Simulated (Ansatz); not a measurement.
Adsorption energy and surface dipole of Cl on the 1x1 (0001) surface of hcp Ru, one in a 2x1 cell, started at the site 'hollow Ru-Ru-Ru over Ru at depth 2.1 Å', worked from the runs' numbers; total energies count from the potentials' own zero.

These are PBE (plane waves to 420 eV, PAW; Ansatz, an electronic-structure program) values and carry that method's errors.

Slab: 9 atoms, 6.3 Å thick at the start under the adsorbate (thin: gaps and levels are the slab's own); k 6x12x1, smearing 0.1 eV, dipole-corrected; 4 atoms held, the rest relaxed; symmetry of the start imposed; no spin, no spin-orbit, no U, no dispersion correction. At the end it is bonded to 3 Ru. In PBE this state lies 0.06 eV over the lowest of the starts that converged ('hollow Ru-Ru-Ru').

```
quantity                                                            value
----------------------------------------------------------  -------------
slab with the adsorbate                                     -48106.228 eV
clean slab, same cell and mesh                              -47025.264 eV
reference, ½ Cl2(g)                                          -1079.444 eV
area of the cell                                                 12.83 Å²
change of the step from the bottom to the top vacuum level      -0.057 eV
```

**Question.** What is the adsorption energy against this reference?

**Answer.** E(slab + adsorbate) − E(slab) − E(reference) = -1.52 eV, so in this state the adsorbate is more stable than in the reference, at a coverage of 7.80 a nm².
